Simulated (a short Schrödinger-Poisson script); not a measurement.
Structure: gated Al0.2Ga0.8As/GaAs δ-doped gas, at 20 K.

| layer | material | thickness (nm) | Na (cm⁻³) |
|---|---|---|---|
| 1 | Al0.2Ga0.8As | 8 | - |
| 2 | Al0.2Ga0.8As | 20 | - |
| 3 | GaAs | 6000 | 1e15 |

Constants are typed, rounded textbook-type inputs, not results; the design itself was drawn at random and stands for no fabricated device. Al0.2Ga0.8As: permittivity 12.33, conduction-band edge (eV) 0.158, gap (eV) 1.673, electron mass (mₑ) 0.0836, Nv at 300 K (cm⁻³) 9e18. GaAs: permittivity 12.9, conduction-band edge (eV) 0, gap (eV) 1.424, Nv at 300 K (cm⁻³) 9e18.

Channel valleys (confinement mass, in-plane density-of-states mass, number): Γ 0.067, 0.067, 1. At the gate the conduction-band edge of layer 1 lies 0.91 eV − eVg above the Fermi level of the channel; the field vanishes at the back. Sheet of ionised δ-doping: +4.2e12 e/cm² at 8 nm from the gate. The barrier under the gate holds no holes. Gaps are held at their typed values at every temperature. Mesh 0.08 nm at interfaces.

Solved with a short Schrödinger-Poisson script written for these runs: 1D Poisson equation in equilibrium, electrons quantum, Hartree (BenDaniel-Duke, 40 states a valley, the channel's in-plane mass for all, wave functions free to enter the barrier), parabolic valleys, classical holes, full ionisation, no traps, pinning or gate leakage.

### Question
List the lowest subbands of each valley and their electrons at Vg = 0.5 V.

### Answer
```
valley  subband  energy from the Fermi level (meV)  electrons (cm⁻²)  share (%)
------  -------  ---------------------------------  ----------------  ---------
Γ             0                              -11.0           3.08e11      100.0
Γ             1                               14.5            1.04e7        0.0
Γ             2                               16.4           3560000        0.0
```

All electrons: 3.08e11 cm⁻².
